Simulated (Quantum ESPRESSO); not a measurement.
Quantum ESPRESSO 7.5, DFT, PBE, plane waves, PseudoDojo 0.5 standard norm-conserving PBE (local tails restored to the Coulomb form): diamond-structure Si with 4 P on Si sites, atoms displaced (Si12P4), unrelaxed at the host's lattice constant, 16 atoms. Basis and mesh were picked for this test and aren't claimed converged.

cell: 7.68, 7.68, 7.68 Å; 60, 60, 60°
distance to the nearest atom: 2.22 to 2.39 Å
task: scf
k mesh: 3×3×3
ecutwfc: 44 Ry
ecutrho: 176 Ry
occupations: smearing
smearing: gaussian
degauss: 0.005 Ry
conv_thr: 1.6e-08 Ry
tprnfor: true
tstress: false
k-point pools (-nk): 8
diagonalization: david (default)
k-points computed: 14
bands: 41
electrons: 68
G-vectors of the density: 85275
FFT grid: 64×64×64

One run each.

All on 8 ranks. Base settings, kept where nothing else is said: mixing_mode = plain (default), mixing_beta = 0.7 (default), mixing_ndim = 8 (default). The settings tried:
- mixing_beta = 0.1
- mixing_beta = 0.2
- the base settings
- mixing_beta = 1
- mixing_mode = TF, mixing_beta = 0.4
- mixing_mode = local-TF, mixing_beta = 0.2
- mixing_mode = TF, mixing_beta = 1
- mixing_mode = local-TF
- mixing_mode = local-TF, mixing_beta = 0.4
- mixing_ndim = 16
- mixing_mode = local-TF, mixing_beta = 0.1
- mixing_mode = TF
- mixing_mode = TF, mixing_beta = 0.1
- mixing_ndim = 2
- mixing_mode = TF, mixing_beta = 0.2
- mixing_ndim = 4
- mixing_beta = 0.4

Problem. Predict which of these converge in the fewest SCF iterations.

Solution. Fewest SCF iterations, with those close behind: mixing_mode = TF, mixing_beta = 1 (9); mixing_mode = local-TF (9); mixing_mode = TF (10); mixing_beta = 0.4 (11); mixing_mode = TF, mixing_beta = 0.4 (12); mixing_mode = local-TF, mixing_beta = 0.4 (12). Most among those that reach the base run's result: mixing_mode = TF, mixing_beta = 0.1 (20); mixing_beta = 0.1 (18). All converged.

```csv
setting,SCF iterations,end
"mixing_mode = TF, mixing_beta = 1",9,converged
mixing_mode = local-TF,9,converged
mixing_mode = TF,10,converged
mixing_beta = 0.4,11,converged
"mixing_mode = TF, mixing_beta = 0.4",12,converged
"mixing_mode = local-TF, mixing_beta = 0.4",12,converged
the base settings,13,converged
mixing_beta = 0.2,13,converged
mixing_beta = 1,13,converged
"mixing_mode = local-TF, mixing_beta = 0.2",13,converged
mixing_ndim = 4,13,converged
mixing_ndim = 16,13,converged
mixing_ndim = 2,14,converged
"mixing_mode = TF, mixing_beta = 0.2",15,converged
"mixing_mode = local-TF, mixing_beta = 0.1",16,converged
mixing_beta = 0.1,18,converged
"mixing_mode = TF, mixing_beta = 0.1",20,converged
```
